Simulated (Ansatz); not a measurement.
The starting structures come from a database of crystals and need not be the phases stable at ambient conditions.

```
Al2Mg2Se5
1.0
    3.85975     0.00000     0.00000
    1.92988    16.28667    -0.05655
    1.92988    -0.67467     3.27385
Mg Al Se
2 2 5
Direct
  0.06758   0.59909   0.26576
  0.93242   0.40091   0.73424
  0.49793   0.16874   0.83540
  0.50207   0.83126   0.16460
  0.23225   0.10108   0.43441
  0.76775   0.89892   0.56559
  0.64587   0.68746   0.02080
  0.35413   0.31254   0.97920
  0.50000   0.50000   0.50000
```

Space group of this cell: P-3m1. The cell was relaxed by PBE-D3(BJ); by r2SCAN its mean pressure is 0.9 GPa.

Transport runs along the normal of the first two printed cell vectors, the (011) plane of the conventional cell.

No gap correction and no spin-orbit coupling; mid-gap values are interpolated between computed energies.

Question: Estimate the band gap and the smallest decay constant κ at mid-gap that r2SCAN (Ansatz, a quantum-chemistry and plane-wave program) returns for this system.

Answer: Gap 1.91 eV on a 10×10×10 mesh; κ = 0.167 1/Å, at the zone centre.
